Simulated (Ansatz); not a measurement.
Consider CaF2 in the fluorite structure (space group Fm-3m, No. 225).

Space group Fm-3m (No. 225); a = b = c = 5.4206 Å, α = β = γ = 90.00°

```tsv
atom	site	symmetry	x	y	z
Ca	4a	m-3m	0.0000	0.0000	0.0000
F	8c	-43m	0.2500	0.2500	0.2500
```
(The calculation used a cell of 3 atoms; values per cell refer to that cell.)

The values are results of PBEsol (Ansatz, a program for electronic structure; PAW; 420 eV plane waves; scalar-relativistic without spin-orbit coupling), not measurements.

For the base:

- Gap character: indirect, X → Γ

It is then changed as follows: hole doping at 7.0×10^21 cm⁻³ (0.279 per cell), with a uniform compensating background at fixed cell and a 300 K Fermi–Dirac width.

Question: How does this affect the Fermi level from band edge?

Answer: The Fermi level relative to the doped band's edge (positive inside the band; to 0.05 eV) comes out as +0.15 eV.

Question: Predict the new gap character.

Answer: The gap character stays indirect, X → Γ.

Charged cell with a jellium background: band edges are those of the host's band count, energies are not comparable with the neutral cell, and many-body gap narrowing is missing. No phonon test of stability was made.
